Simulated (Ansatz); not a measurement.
# Band gap of Ta2O5 (model structure, C2/c, No. 15, 14 atoms in the cell) at several levels of theory

No measured value is used here.

```tsv
level (code)	value (eV)	cell (Å³/atom)
LDA (Ansatz)	3.18	11.63
PBEsol (Ansatz)	3.17	11.97
PBEsol+SOC (Ansatz)	3.14 (indirect)	11.97
r²SCAN+rVV10 (Ansatz)	3.72	11.81
HSE06 (Ansatz)	4.70	11.97
```

Computed values are for a static lattice. Spin–orbit coupling is included only where a level's name says +SOC; with heavier elements it mostly lowers gaps and can invert bands.  Values are at the level's own equilibrium cell; PBEsol+SOC at the PBEsol cell; HSE06 at the PBEsol cell. Cutoffs and k meshes differ between the levels. Ansatz's density-functional and Hartree–Fock values are scalar-relativistic unless marked +SOC, with PAW data made under PBE.

A model structure was made by putting elements into a prototype or built by hand; it is no filed structure, need not be a known phase, and can be a saddle point held by its symmetry.

Ansatz is an electronic-structure program.
